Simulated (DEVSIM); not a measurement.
Structure: Schottky contact on n-type β-Ga2O3, at 300 K.

Layer 1 from the left is β-Ga2O3, thickness (μm) 1.90, Nd (cm⁻³) 1.8e16, τn (s) 2.7e-9, τp (s) 2.7e-9.

Left contact: Schottky, work function 5.75 eV, emission velocity 3.6e6 cm/s. Right contact: ohmic. Voltage is applied to the left contact. Recombination: SRH at mid-gap. Mobility is constant in doping.

This is a model device: material constants are rounded textbook-type values typed into the input, and sizes, dopings and lifetimes were drawn at random. Values at 300 K.

β-Ga2O3: gap (eV) 4.8, affinity (eV) 4, permittivity 10, Nc (cm⁻³) 3.7e18, Nv (cm⁻³) 5e20, μn (cm²/Vs) 160, μp (cm²/Vs) 1.

Model (solved in DEVSIM): 1D drift-diffusion, Boltzmann statistics, complete ionisation; no tunnelling, impact ionisation, image-force lowering or self-heating. Metal contacts follow the ideal Schottky-Mott rule: no Fermi-level pinning, no interface dipoles.

Dark forward current:

| |V| (V) | |J| (A/cm²) |
|---|---|
| 0.65 | 5.479e-13 |
| 0.70 | 3.766e-12 |
| 0.75 | 2.587e-11 |
| 0.80 | 1.776e-10 |
| 0.85 | 1.218e-9 |
| 0.90 | 8.350e-9 |
| 0.95 | 5.718e-8 |
| 1.00 | 3.910e-7 |
| 1.05 | 2.670e-6 |
| 1.10 | 1.820e-5 |
| 1.15 | 0.0001238 |
| 1.20 | 0.0008389 |
| 1.25 | 0.005662 |
| 1.30 | 0.03796 |
| 1.35 | 0.2515 |
| 1.40 | 1.612 |
| 1.45 | 9.167 |
| 1.50 | 37.15 |
| 1.55 | 94.84 |
| 1.60 | 174.4 |
| 1.65 | 266.7 |
| 1.70 | 366.4 |
| 1.75 | 470.8 |
| 1.80 | 578.5 |
| 1.85 | 688.5 |
| 1.90 | 800.2 |

Work out the local ideality factor n = ΔV / (kT/q · ln(J2/J1)) between the rows 0.65 and 0.70 V, 1.85 and 1.90 V.

kT/q = 25.85 mV. From 0.65 to 0.70 V: ln(3.766e-12/5.479e-13) = 1.928, n = 1.00, near the 1 of diffusion or emission over a barrier. From 1.85 to 1.90 V: ln(800.2/688.5) = 0.150, n = 12.87; the layers' resistance at their doping, Σ W/(qμN) = 0.00041 Ω cm², would take 46 mV of this step of 50 mV.

Estimate the current at 1.00 V for emission alone, J0 = q v N_band exp(−φB/kT), and read the barrier back from the simulated current.

φB = 1.750 eV, N_band = 3.70e18 cm⁻³, J0 = 8.48e-24 A/cm²; J = J0 (exp(qV/kT) − 1) = 5.36e-7 A/cm². The simulation gives 3.91e-7 A/cm²; the estimate lies 37 % above. Read backwards, the simulated current gives an apparent barrier of 1.758 eV. The estimate leaves out transport through the depletion region and minority injection.
